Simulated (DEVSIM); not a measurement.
System: Schottky contact on p-type CdTe, at 400 K.

| layer (left to right) | material | thickness (μm) | Na (cm⁻³) | τn (s) | τp (s) |
|---|---|---|---|---|---|
| 1 | CdTe | 6.50 | 9.8e16 | 1.4e-8 | 1.4e-8 |
| 2 | CdTe | 26.0 | 5.5e17 | 1.4e-8 | 1.4e-8 |

Left contact: Schottky, work function 4.92 eV, emission velocity 6.4e6 cm/s. Right contact: ohmic. Voltage is applied to the left contact. Recombination: SRH at mid-gap, radiative. Mobility is constant in doping.

Constants are typed, rounded textbook-type inputs, not results; the design itself was drawn at random and stands for no fabricated device. Values at 300 K; Nc and Nv go as T^1.5, mobilities as T to minus their exponent, the gap by Varshni's rule with the affinity fixed.

| parameter | CdTe |
|---|---|
| gap (eV) | 1.5 |
| affinity (eV) | 4.28 |
| permittivity | 10.2 |
| Nc (cm⁻³) | 8e17 |
| Nv (cm⁻³) | 1.8e19 |
| μn (cm²/Vs) | 1000 |
| μp (cm²/Vs) | 80 |
| T exponent of μn | 1.7 |
| T exponent of μp | 1.5 |
| B (cm³/s) | 1e-10 |
| Varshni α (eV/K) | 0.00031 |
| Varshni β (K) | 108 |

Simulated with DEVSIM: 1D drift-diffusion, Boltzmann statistics, complete ionisation; no tunnelling, impact ionisation, image-force lowering or self-heating. Metal contacts follow the ideal Schottky-Mott rule: no Fermi-level pinning, no interface dipoles.

Question: Tabulate band edges, carrier densities and field at zero bias.

Answer: Energies count from the Fermi level of the right contact; mesh points crowd at the junctions.

| x (μm) | Ec (eV) | Ev (eV) | n (cm⁻³) | p (cm⁻³) | field (V/cm) |
|---|---|---|---|---|---|
| 0.000 | 0.640 | -0.831 | 1.1e10 | 9.5e8 | 140000 |
| 0.03977 | 1.078 | -0.393 | 32000 | 3.1e14 | 76000 |
| 0.1449 | 1.276 | -0.195 | 100 | 9.7e16 | 210 |
| 0.4229 | 1.276 | -0.195 | 100 | 9.8e16 | ≈ 0 |
| 1.611 | 1.276 | -0.195 | 100 | 9.8e16 | ≈ 0 |
| 3.957 | 1.276 | -0.195 | 100 | 9.8e16 | ≈ 0 |
| 5.592 | 1.276 | -0.195 | 100 | 9.8e16 | ≈ 0 |
| 6.269 | 1.276 | -0.195 | 100 | 9.8e16 | ≈ 0 |
| 6.428 | 1.276 | -0.194 | 100 | 9.9e16 | 140 |
| 6.488 | 1.290 | -0.180 | < 1e2 | 1.5e17 | 11000 |
| 6.517 | 1.334 | -0.137 | < 1e2 | 5.3e17 | 2400 |
| 6.626 | 1.336 | -0.135 | < 1e2 | 5.5e17 | ≈ 0 |
| 6.876 | 1.336 | -0.135 | < 1e2 | 5.5e17 | ≈ 0 |
| 7.539 | 1.336 | -0.135 | < 1e2 | 5.5e17 | ≈ 0 |
| 10.39 | 1.336 | -0.135 | < 1e2 | 5.5e17 | ≈ 0 |
| 16.89 | 1.336 | -0.135 | < 1e2 | 5.5e17 | ≈ 0 |
| 26.52 | 1.336 | -0.135 | < 1e2 | 5.5e17 | ≈ 0 |
| 30.27 | 1.336 | -0.135 | < 1e2 | 5.5e17 | ≈ 0 |
| 31.91 | 1.336 | -0.135 | < 1e2 | 5.5e17 | ≈ 0 |
| 32.29 | 1.336 | -0.135 | < 1e2 | 5.5e17 | ≈ 0 |
| 32.44 | 1.336 | -0.135 | < 1e2 | 5.5e17 | ≈ 0 |
| 32.50 | 1.336 | -0.135 | < 1e2 | 5.5e17 | ≈ 0 |
